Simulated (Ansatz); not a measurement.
The structure below was relaxed with PBEsol, PAW, 420 eV (Ansatz, a first-principles code; no SOC), at pressure 7.5 GPa.

Space group Fm-3m (No. 225); a = 4.1773 Å, b = 4.1773 Å, c = 4.1773 Å, α = 90.00°, β = 90.00°, γ = 90.00°

```json
[
 {"atom": "Ga", "site": "4b", "symmetry": "m-3m", "x": "0.5000", "y": "0.5000", "z": "0.5000"},
 {"atom": "N", "site": "4a", "symmetry": "m-3m", "x": "0.0000", "y": "0.0000", "z": "0.0000"}
]
```

Problem. Write out a cell with all atoms.

Solution. 
```
GaN
1.0
    4.17730     0.00000     0.00000
    0.00000     4.17730     0.00000
    0.00000     0.00000     4.17730
Ga N
4 4
Cartesian
  2.08865   0.00000   0.00000
  2.08865   2.08865   2.08865
  0.00000   0.00000   2.08865
  0.00000   2.08865   0.00000
  0.00000   0.00000   0.00000
  0.00000   2.08865   2.08865
  2.08865   0.00000   2.08865
  2.08865   2.08865   0.00000
```
This is the conventional cell.

Load acts through the strain it causes; cell and atoms are relaxed under it. Stability against distortions was not tested. Competing high-pressure phases were not computed. The cell was made from GaN in the rock salt structure (space group Fm-3m, No. 225; a model cell) by this change: pressure 7.5 GPa. This is not the structure that GaN has at room temperature and ambient pressure.
